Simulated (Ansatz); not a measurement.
## WSi2 under a change: uniaxial stress, 8 GPa compression along x

Consider WSi2 (space group I4/mmm, No. 139; a = 3.2114 Å, c = 7.8048 Å; relaxed with 0.1 eV smearing). Axes: x, y, z lie along a, b, c of the conventional cell.

Perturbation: uniaxial stress, 8 GPa compression along x; all other stress components relax to zero.

All numbers come from r2SCAN (Ansatz, a quantum-chemistry and plane-wave program), spin-orbit coupling left out. k-mesh 25×25×25 (Γ-centred); smearing 0.1 eV (Fermi–Dirac).

| quantity | base | changed | shift |
|---|---|---|---|
| volume per atom | 13.42 Å³ | 13.26 Å³ | -0.16 Å³ |
| space group | I4/mmm (No. 139) | Immm (No. 71) | – |
| shortest interatomic distance | 2.578 Å | 2.588 Å | +0.0095 Å |
| energy relative to the base (free energy F) | 0 meV/atom | +6.3 meV/atom | +6.3 meV/atom |
| band gap | zero | zero | – |
| strain response (xx, yy, zz) | – | (−1.90, +0.47, +0.25) % | – |
| secant Young's modulus along x | – | 420 GPa | – |
| mean lateral Poisson ratio | – | 0.19 | – |

Final structure:

```xyz
3
Lattice="-1.5752 1.6133 3.9124 1.5752 -1.6133 3.9124 1.5752 1.6133 -3.9124" Properties=species:S:1:pos:R:3 pbc="T T T"
W      0.0000     0.0000     0.0000
Si     0.0000     0.0000     2.6184
Si     0.0000     0.0000     5.2063
```

Beyond what the load breaks, stability against distortions was not tested. All final runs are without spin polarisation.
